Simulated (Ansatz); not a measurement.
Os in the hcp (Mg type) structure (space group P6_3/mmc, No. 194)

```xyz
2
Lattice="2.7549 0.0000 0.0000 -1.3774 2.3858 0.0000 0.0000 0.0000 4.3443" Properties=species:S:1:pos:R:3 pbc="T T T"
Os     1.3774     0.7953     3.2582
Os     0.0000     1.5905     1.0861
```

Level of theory: Ansatz (a program for electronic structure), PBE, PAW, cutoff 420 eV, no spin-orbit coupling. k-mesh 19×19×11 (Γ-centred); smearing 0.05 eV (Fermi–Dirac).

| Item | Result |
|---|---|
| Volume per atom | 14.28 Å³ |
| Density | 22.13 g/cm³ |
| Band gap | zero |
| Total energy | -11384.549 eV/atom (σ→0; compares only within this code and set-up) |

Stability against distortions was not tested. The final runs are not spin-polarised.
